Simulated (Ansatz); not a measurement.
Bond-angle distributions (per cent of the angles at each element, bins of 10°) of a relaxed model of amorphous Si22Ti2O48 at 2.17 g/cm³. All values below come from PBE, scalar-relativistic without spin-orbit coupling (plane waves to 420 eV, PAW; Ansatz, an electronic-structure program).

Preparation: random packing, a CHGNet melt and quench, and a DFT relaxation. O atoms were pushed apart under 1.9 Å during the dynamics, to hinder bonds among them. The hot cell started wider than the set density and was brought back towards it in steps. It is the lowest in DFT energy of 2 quenches. It is a model cell: composition and starting density were chosen by hand, and all elements were melted together. No dispersion term was used. Its density started from a set value of 2.38 and ended at 2.17 g/cm³. The simulated quench (nominally 310 K/ps over its main leg) is rapid and tends to freeze in more defects than a deposited or slowly cooled glass has. Values belong to this one cell and scatter from quench to quench. Volume and shape were free in the relaxation.

Cut-offs for bonds: Si-Si 2.60 Å, Si-Ti 2.78 Å, Si-O 1.90 Å, Ti-Ti 3.12 Å, Ti-O 2.49 Å, O-O 1.58 Å. Two cations that share two anions don't count as bonded, nor two that share one unless they lie closer than Si-Si 2.38 Å, Si-Ti 2.71 Å, Ti-Ti 3.04 Å.

```
angle (°)  at Si  at O
---------  -----  ----
50-60          0     0
60-70          0     0
70-80          0     0
80-90          2     2
90-100         1     6
100-110       50     0
110-120       46     0
120-130        1    15
130-140        0    31
140-150        0    17
150-160        0    15
160-170        0    10
170-180        0     4
```

They go with these counts of neighbours within the cut-offs, cation contacts included: Si mean 4.0, most often 4; O mean 2.0, most often 2.
